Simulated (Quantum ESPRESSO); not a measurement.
Quantum ESPRESSO run on Ba2H3I (P3m1, 6 atoms in the cell): self-consistent single point.

Method of the run: LDA (PZ), GBRV 1.5 ultrasoft (LDA) pseudopotentials (plane waves; Quantum ESPRESSO).

```xyz
6
Lattice="4.5137 0.0000 0.0000 -2.2569 3.9090 0.0000 0.0000 0.0000 8.0790" Properties=species:S:1:pos:R:3 pbc="T T T"
Ba     2.2569     1.3030     5.5818
Ba     0.0000     2.6060     2.5471
H      2.2569     1.3030     2.8769
H      0.0000     2.6060     5.2020
H      0.0000     0.0000     4.0395
I      0.0000     0.0000     0.0000
```

Reference input (self-consistent single point, DFT, LDA (PZ), plane waves, GBRV 1.5 ultrasoft (LDA) pseudopotentials): ecutwfc = 40 Ry; ecutrho = 200 Ry; occupations = fixed; potentials = {Ba: ba_lda_v1.uspp.F.UPF, H: h_lda_v1.4.uspp.F.UPF, I: i_lda_v1.uspp.F.UPF}; K_POINTS = automatic 3 3 2 0 0 0; nbnd = 19; conv_thr = 1e-09 Ry; mixing_beta = 0.7. This run's input differs from it in these lines:

```diff
@@ -37,3 +37,3 @@
 K_POINTS {automatic}
-3 3 2  0 0 0
+5 5 3  0 0 0
```

Log, with long lists cut:

```
     Self-consistent Calculation

     iteration #  1     ecut=    40.00 Ry     beta= 0.70

     negative rho (up, down):  1.882E-01 0.000E+00

     total energy              =    -209.12429001 Ry
     estimated scf accuracy    <       0.36393182 Ry

     iteration #  2     ecut=    40.00 Ry     beta= 0.70

     negative rho (up, down):  1.856E-01 0.000E+00

     total energy              =    -209.20126402 Ry
     estimated scf accuracy    <       0.13468584 Ry

     iteration #  3     ecut=    40.00 Ry     beta= 0.70

     negative rho (up, down):  1.839E-01 0.000E+00

     total energy              =    -209.23846512 Ry
     estimated scf accuracy    <       0.00834841 Ry

   [... 4 blocks of this kind left out ...]

     iteration #  8     ecut=    40.00 Ry     beta= 0.70

     negative rho (up, down):  1.825E-01 0.000E+00

     total energy              =    -209.24012011 Ry
     estimated scf accuracy    <       0.00000001 Ry

     iteration #  9     ecut=    40.00 Ry     beta= 0.70

     negative rho (up, down):  1.825E-01 0.000E+00
     End of self-consistent calculation

     highest occupied, lowest unoccupied level (ev):     6.0400    8.0434

!    total energy              =    -209.24012011 Ry
     estimated scf accuracy    <          6.5E-10 Ry

     convergence has been achieved in   9 iterations

     negative rho (up, down):  1.825E-01 0.000E+00

     Forces acting on atoms (cartesian axes, Ry/au):

     atom    1 type  1   force =     0.00000000    0.00000000   -0.00926736
     atom    2 type  1   force =     0.00000000   -0.00000000    0.00398094
     atom    3 type  2   force =     0.00000000    0.00000000    0.00323480
     atom    4 type  2   force =     0.00000000    0.00000000   -0.00031631
     atom    5 type  2   force =     0.00000000    0.00000000    0.00096366
     atom    6 type  3   force =     0.00000000    0.00000000    0.00140426

     Total force =     0.010733     Total SCF correction =     0.000061

     negative rho (up, down):  1.825E-01 0.000E+00
          total   stress  (Ry/bohr**3)                   (kbar)     P=      -26.91
  -0.00017703  -0.00000000  -0.00000000          -26.04       -0.00       -0.00
  -0.00000000  -0.00017703  -0.00000000           -0.00      -26.04       -0.00
   0.00000000   0.00000000  -0.00019470            0.00        0.00      -28.64

   JOB DONE.
```

The run converged in 9 iterations. Against the reference run the free energy goes down by 8.5 meV/atom, the pressure goes from -2.52 to -2.69 GPa, the largest force goes from 0.206 to 0.238 eV/Å and the gap on the mesh goes from 2.130 to 2.003 eV.

The starting cell comes from a database of computed structures (which also holds hypothetical and non-ambient phases and stackings), without a prior relaxation at this level. Its lattice was rescaled by up to half a per cent. One atom was moved a little off its site on purpose. Spin-orbit coupling is off. Another mesh or the band path of this cell gives a smaller gap, so this value is not converged in the mesh.
